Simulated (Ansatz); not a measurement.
Consider CuI (space group P-3m1, No. 164; a = 4.095 Å, c = 7.212 Å; a cell from a computed database, its experimental status unchecked; layered, stacked along the Cartesian z axis).

Modification: a free-standing slab of 2 layers (8 atoms, 4 a layer) is cut normal to the stacking axis, with 15 Å of vacuum and the in-plane cell relaxed.

Levels (all Ansatz, a first-principles code, PAW): r2SCAN+rVV10 (500 eV, no spin-orbit coupling); HSE06 (420 eV, no spin-orbit coupling).

The geometry is relaxed with r2SCAN+rVV10.

- r2SCAN+rVV10 band gap: 2.34 eV

How does going to HSE06 change the band gap?

The band gap grows by 0.84 eV to 3.18 eV.

Single points use the geometry relaxed with r2SCAN+rVV10. With I present, leaving out spin-orbit coupling can change the band edges. Stability against distortions was not tested. All final runs are without spin polarisation. This is not the structure that CuI has at room temperature and ambient pressure.
